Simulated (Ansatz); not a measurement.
## Cs: energy against strain

Cs (bcc, Im-3m, 108.387 Å³/atom at rest) under an equal strain ε in the (001) plane with the normal axis free, as in a coherent film. PBEsol in Ansatz, a plane-wave DFT program (PAW, default set), 420 eV, 16×16×16 Γ-centred mesh, Fermi-Dirac smearing 0.10 eV; ions are relaxed within the symmetry of each cell.

Here s stands for strain and y for E less E0.

```
strain (%)  E less E0 (meV/atom)
----------  --------------------
-1.50                       0.14
-1.00                       0.07
-0.50                       0.02
0.00                        0.00
0.50                        0.02
1.00                        0.07
1.50                        0.18
3.00                           ?
```

Question: Fit y against s with a parabola, and predict the withheld value at s = 3.00.

Answer: Least squares gives y = 0.001 + 0.0086·s + 0.0705·s². Residuals (row less fit): -0.007, 0.007, 0.006, -0.001, -0.003, -0.010, 0.007; standard error 0.009 (degrees of freedom: 4). Twice the quadratic coefficient over the volume, 2 × 0.0705 meV × 10⁴ × 0.1602 / 108.387 Å³, is twice the biaxial elastic modulus of this plane = 2.1 ± 0.1 GPa. At the withheld row, y = 0.001 + 0.0086 × 3.0 + 0.0705 × 3.0² = 0.661 meV/atom. The calculation gives 0.80 meV/atom, 0.139 meV/atom above the prediction (17.4 % of the range of y in the table). The row lies outside the fitted rows, so this is an extrapolation. From the scatter of the fitted rows alone, a prediction at this place has a standard error of 0.033 meV/atom, so the miss is 4.2 times that.

One order more, fitted to all 13 runs of the series, follows each within 0.01, so the miss is the next term of a smooth law. In a metal these values are sensitive to mesh and smearing; energies are taken to zero smearing, stresses follow the free energy. Rows are the converged runs of the series near zero and its far end; series whose fitted rows scatter by over a few per cent of the range, as at a crossing or softening among them, aren't shown in this form. Most that stay on the fit to the last digits aren't either.
